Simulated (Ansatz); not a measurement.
A computed series for SnPd3: response to strain

The parent structure is SnPd3 in the Cu3Au type structure (space group Pm-3m, No. 221; a = 3.9740 Å; relaxed with 0.1 eV smearing). Axes: x, y, z lie along the cube axes.

Strains are applied to the cell and any free atomic positions relax; under biaxial strain the out-of-plane vector relaxes too.

All numbers come from PBEsol, PAW, 420 eV (Ansatz, an electronic-structure program; no spin-orbit coupling).

Candidates:
(a) biaxial strain −1.34 %, plane normal [111], relaxed out of plane
(b) isotropic strain +3.88 %
(c) biaxial strain −0.43 %, plane normal [111], relaxed out of plane

Notes on the quantities. energy relative to the base: free energy F.

Problem. Order them by energy relative to the base, highest first.

Solution. (b) isotropic strain +3.88 % (+100 meV/atom), (a) biaxial strain −1.34 %, plane normal [111], relaxed out of plane (+5.8 meV/atom), (c) biaxial strain −0.43 %, plane normal [111], relaxed out of plane (+0.6 meV/atom)

Whether these cells are dynamically stable was not tested. The final runs are not spin-polarised.
